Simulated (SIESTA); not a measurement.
A self-consistent single point of La5Ge3 (P6_3/mcm, 16 atoms in the cell) with SIESTA.

Computed with GGA PBEsol, numerical atomic orbitals TZDP, PseudoDojo PBEsol standard norm-conserving potentials (rewritten from UPF to PSML) (SIESTA).

```
La5Ge3
1.0
    9.01628     0.00000     0.00000
   -4.50814     7.80833     0.00000
    0.00000     0.00000     6.96326
La Ge
10 6
Direct
  0.66667   0.33333   0.00000
  0.33333   0.66667   0.00000
  0.33333   0.66667   0.50000
  0.66667   0.33333   0.50000
  0.75058   0.75058   0.75000
  0.24942   0.24942   0.25000
  0.00000   0.75058   0.25000
  0.00000   0.24942   0.75000
  0.24942   0.00000   0.75000
  0.75058   0.00000   0.25000
  0.39176   0.39176   0.75000
  0.60824   0.60824   0.25000
  0.00000   0.39176   0.25000
  0.00000   0.60824   0.75000
  0.60824   0.00000   0.75000
  0.39176   0.00000   0.25000
```

Reference input (self-consistent single point, DFT, GGA PBEsol, numerical atomic orbitals DZP, PseudoDojo PBEsol standard norm-conserving potentials (rewritten from UPF to PSML)): XC.functional = GGA; XC.authors = PBEsol; potentials = PseudoDojo PBEsol standard; PAO.BasisSize = DZP; PAO.EnergyShift = 0.01 Ry; MeshCutoff = 400 Ry; kgrid.MonkhorstPack = 3 3 4; OccupationFunction = FD; ElectronicTemperature = 100 meV; MaxSCFIterations = 150; SCF.Mixer.Method = Broyden; SCF.Mixer.Weight = 0.1. This run's input differs from it in these lines:

```diff
@@ -38,3 +38,3 @@
 XC.authors                   PBEsol
-PAO.BasisSize                DZP
+PAO.BasisSize                TZDP
 PAO.EnergyShift              0.01 Ry
```

Log, with long lists cut:

```
        iscf     Eharris(eV)        E_KS(eV)     FreeEng(eV)     dDmax    Ef(eV) dHmax(eV)
   scf:    1   -24080.332218   -24113.390788   -24113.927289  1.723399 -4.662313  3.410869
   scf:    2   -24117.023624   -24115.693453   -24116.208915  0.038308 -4.715360  2.067321
   scf:    3   -24117.096616   -24116.439858   -24116.966186  0.032187 -4.756584  1.655429
   scf:    4   -24117.676375   -24117.206182   -24117.768815  0.065581 -4.845502  1.246951
   scf:    5   -24117.447690   -24117.361932   -24117.925024  0.036560 -4.886665  0.115370
   scf:    6   -24117.375678   -24117.370494   -24117.934309  0.003299 -4.889991  0.051000
   [... lines left out ...]
   scf:    9   -24117.374178   -24117.373867   -24117.937653  0.001183 -4.889009  0.007227
   scf:   10   -24117.373620   -24117.373748   -24117.937674  0.000213 -4.889158  0.002200
   scf:   11   -24117.373661   -24117.373705   -24117.937676  0.000073 -4.889213  0.000928
   scf:   12   -24117.373721   -24117.373713   -24117.937677  0.000043 -4.889183  0.000422
   scf:   13   -24117.373715   -24117.373714   -24117.937677  0.000029 -4.889163  0.000254
   scf:   14   -24117.373713   -24117.373713   -24117.937677  0.000013 -4.889154  0.000159
   scf:   15   -24117.373713   -24117.373713   -24117.937677  0.000006 -4.889151  0.000117
SCF Convergence by DM+H criterion
max |DM_out - DM_in|         :     0.0000061311
max |H_out - H_in|      (eV) :     0.0001173522
SCF cycle converged after 15 iterations

Using DM_out to compute the final energy and forces

siesta: E_KS(eV) =           -24117.3737

siesta: E_KS - E_eggbox =    -24117.3737

siesta: Atomic forces (eV/Ang):
     1   -0.000046    0.000026    0.000000
     2    0.000046   -0.000026   -0.000000
     3    0.000046   -0.000026    0.000000
     4   -0.000046    0.000026   -0.000000
     5   -0.048541   -0.084075    0.000000
     6    0.048541    0.084075    0.000000
     7    0.048566   -0.084173   -0.000000
     8   -0.048566    0.084173   -0.000000
     9    0.097179    0.000027    0.000000
    10   -0.097179   -0.000027   -0.000000
    11    0.039379    0.068205    0.000000
   [... lines left out ...]
siesta: FreeEng =    -24117.937677
   [... lines left out ...]
siesta:     0.010253    0.000079   -0.000000
siesta:     0.000079    0.010344    0.000000
siesta:    -0.000000    0.000000    0.016257

siesta: Cell volume =        490.227929 Ang**3

siesta: Pressure (static):
siesta:                Solid            Molecule  Units
siesta:          -0.00013380         -0.00012063  Ry/Bohr**3
siesta:          -0.01228473         -0.01107533  eV/Ang**3
siesta:         -19.68230348        -17.74463796  kBar
```

The run converged in 15 iterations. Against the reference run the pressure goes from -1.48 to -1.97 GPa and the largest force goes from 0.114 to 0.097 eV/Å.

The starting cell comes from a database of computed structures (which also holds hypothetical and non-ambient phases and stackings), without a prior relaxation at this level. Values carry the incompleteness of an atom-centred basis.

Cost on one core of a shared machine: roughly 9 min.
